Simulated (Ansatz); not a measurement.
BP (F-43m) under hydrostatic pressure (compression positive): hole conductivity mass by r2SCAN with spin-orbit coupling, rigid bands (plane waves, PAW; Ansatz, a quantum-chemistry and plane-wave program). The unloaded cell, whose axes the loads refer to:

```cif
data_B4P4
_chemical_formula_sum 'B4 P4'
_space_group_name_H-M_alt 'F-43m'
_space_group_IT_number 216
_space_group_name_Hall 'F -4 2 3'
_cell_length_a 4.52016
_cell_length_b 4.52016
_cell_length_c 4.52016
_cell_angle_alpha 90.000
_cell_angle_beta 90.000
_cell_angle_gamma 90.000
loop_
_atom_site_label
_atom_site_type_symbol
_atom_site_symmetry_multiplicity
_atom_site_Wyckoff_symbol
_atom_site_fract_x
_atom_site_fract_y
_atom_site_fract_z
_atom_site_occupancy
B1 B 4 a 0.00000 0.00000 0.00000 1
P1 P 4 d 0.75000 0.75000 0.75000 1
```
(The calculation used a cell of 2 atoms; values per cell refer to that cell.)

```tsv
hydrostatic pressure (compression positive) (GPa)	volume per atom (Å³)	hole conductivity mass (mₑ)
-12	12.54	0.393
-8	12.16	0.395
-4	11.83	?
0	11.54	0.399
4	11.29	0.401
8	11.05	0.404
16	10.65	0.408
24	10.30	0.413
```

Task: Fit a straight line to ln(hole conductivity mass) against the load over the rows given, and predict the row at -4 GPa.

Result: The means are x̄ = 4.571 GPa and ȳ = -0.9118; Σ(x − x̄)(y − ȳ) = 1.343 and Σ(x − x̄)² = 973.7, so the slope is 0.138 % per GPa, and the rows given lie within 0.12 % of the line. At -4 GPa the line gives 0.397 mₑ; the calculation gives 0.397 mₑ, 0.021 % from it.

Masses are for dilute carriers at 300 K, harmonic means over directions unless an axis is named. Stresses and pressures are the targets of the relaxation. The structure type is held at every load. Geometry: cell and atoms relaxed with PBEsol.
